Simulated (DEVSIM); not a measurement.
Structure: abrupt Si n-p junction, at 250 K.

Layer 1 from the left is Si, thickness (μm) 15.0, Nd (cm⁻³) 1.1e16, τn (s) 0.00014, τp (s) 0.00014. Layer 2 from the left is Si, thickness (μm) 1.80, Na (cm⁻³) 3.3e14, τn (s) 0.00014, τp (s) 0.00014.

Left contact: ohmic. Right contact: ohmic. Voltage is applied to the left contact. Recombination: SRH at mid-gap, radiative, Auger. Mobility is constant in doping.

The device is made up for the run: typed textbook-type constants, with dimensions and the other settings drawn at random. Values at 300 K; Nc and Nv go as T^1.5, mobilities as T to minus their exponent, the gap by Varshni's rule with the affinity fixed.

Si: gap (eV) 1.124, affinity (eV) 4.05, permittivity 11.7, Nc (cm⁻³) 2.86e19, Nv (cm⁻³) 3.1e19, μn (cm²/Vs) 1417, μp (cm²/Vs) 470, T exponent of μn 2.3, T exponent of μp 2.2, B (cm³/s) 4.7e-15, Cn (cm⁶/s) 2.8e-31, Cp (cm⁶/s) 9.9e-32, Varshni α (eV/K) 0.000473, Varshni β (K) 636.

DEVSIM, 1D drift-diffusion, Boltzmann statistics, complete ionisation; no tunnelling, impact ionisation, image-force lowering or self-heating.

What does the simulation give for the dark forward voltage at 100 A/cm², the largest field in the device at zero bias?

dark forward voltage at 100 A/cm² 0.765 V; largest field in the device at zero bias 8900 V/cm.
